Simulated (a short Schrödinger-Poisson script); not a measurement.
Solved with a short Schrödinger-Poisson script written for these runs: one-band effective-mass equation with BenDaniel-Duke matching, electrons, heavy and light holes apart, hard walls at the outer ends, one valence edge for both holes (no strain splitting), no charge, excitons, band mixing or non-parabolicity; under a field the levels are quasi-bound states of a box, listed while three quarters of their weight lies within 4 nm of the wells.

System: coupled double In0.35Ga0.65As/GaAs quantum well.

From the first side: 20 nm GaAs; 5 nm In0.35Ga0.65As; 1.5 nm GaAs; 5 nm In0.35Ga0.65As; 20 nm GaAs.

Constants are typed, rounded textbook-type inputs, not results; the design itself was drawn at random and stands for no fabricated device. In0.35Ga0.65As: direct gap (eV) 1.074, conduction-band edge (eV) 0, electron mass (mₑ) 0.053, heavy-hole mass 0.37, light-hole mass 0.08. GaAs: direct gap (eV) 1.424, conduction-band edge (eV) 0.227, electron mass (mₑ) 0.067, heavy-hole mass 0.377, light-hole mass 0.09.

The valence-band edge of each layer lies one gap below its conduction-band edge. The electron's potential energy rises along the stack by the applied field. Mesh 0.03 nm at interfaces.

Q: Give the e1 above the well's band edge (meV); the e1-hh1 transition at zero applied field (eV); the e2 − e1 (meV).

A: e1 above the well's band edge (meV): 62.3; e1-hh1 transition at zero applied field (eV): 1.155; e2 − e1 (meV): 48.7. Excitons are left out, and strain enters only through the typed gaps and offsets, so measured lines lie elsewhere.
